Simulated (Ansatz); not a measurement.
The parent structure is HfO2 in the fluorite structure (space group Fm-3m, No. 225; a = 5.001 Å). Axes: x, y, z lie along the cube axes.

Structures relaxed with LDA (Ansatz, an electronic-structure program), scalar-relativistic without spin-orbit coupling.

Base:

Simulated powder pattern, Cu Kα1, λ = 1.54056 Å (kinematic, ideal powder, no thermal factors, no anomalous dispersion; the 10 strongest lines at most, above 2 %, up to 2θ = 90°):

```csv
2θ (°),I/Imax (%),hkl
30.95,100,(111)
35.88,34,(200)
51.65,50,(220)
61.44,45,(311)
64.49,9.6,(222)
76.06,7.7,(400)
84.35,19,(331)
87.07,14,(420)
```

Modification: biaxial strain −0.83 %, plane normal [111], relaxed out of plane (Cartesian); in-plane vectors clamped, the third vector and the atoms free.

Question: Predict the new powder pattern.

Answer: 
Simulated powder pattern, Cu Kα1, λ = 1.54056 Å (kinematic, ideal powder, no thermal factors, no anomalous dispersion; the 10 strongest lines at most, above 2 %, up to 2θ = 90°):

```tsv
2θ (°)	d (Å)	I/Imax (%)	hkl
30.62	2.917	34	(111)
31.15	2.869	100	(1 1 -1)
35.97	2.495	46	(200)
51.44	1.775	34	(220)
52.12	1.753	33	(2 0 -2)
61.06	1.516	16	(311)
61.67	1.503	30	(3 1 -1)
61.97	1.496	15	(1 1 -3)
76.26	1.247	10	(400)
85.18	1.138	13	(3 1 -3)
```

The indices refer to the base's conventional cell; one index is shown for lines that coincide. The space group is now R-3m (No. 166).

No phonon test of stability was made. This is not the structure that HfO2 has at room temperature and ambient pressure.
